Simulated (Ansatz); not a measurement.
Consider CaO in the rock salt structure (space group Fm-3m, No. 225; a = 4.767 Å). Axes: x, y, z lie along the cube axes.

The values are results of PBEsol (Ansatz, a first-principles code, PAW, scalar-relativistic without spin-orbit coupling), not measurements.

Before the change:

| Item | Value |
|---|---|
| Band gap | 3.54 eV |
| Pressure | 0.0 kbar |
| Valence-band top at Γ | 0.00, 0.00, 0.00 eV |

It is then changed as follows: compressive biaxial strain of 1.67 % in the plane normal to [111], as in epitaxy on a mismatched substrate; the out-of-plane cell vector and the atoms relax.

Q: Predict the new band gap.

A: The band gap shrinks by 0.05 eV, from 3.54 eV to 3.49 eV.

Q: What does the calculation give for the pressure after the change?

A: The pressure (mean of the normal stresses, compression positive) goes from zero to 28.8 kbar.

Q: Estimate the effect on the valence-band top at Γ.

A: The valence-band top at Γ (three highest levels, from the VBM) becomes 0.00, 0.00, -0.09 eV (base: 0.00, 0.00, 0.00 eV).

Q: Predict the new ratio −ε⊥/ε∥.

A: The ratio −ε⊥/ε∥ amounts to 0.58.

Whether these cells are dynamically stable was not tested.
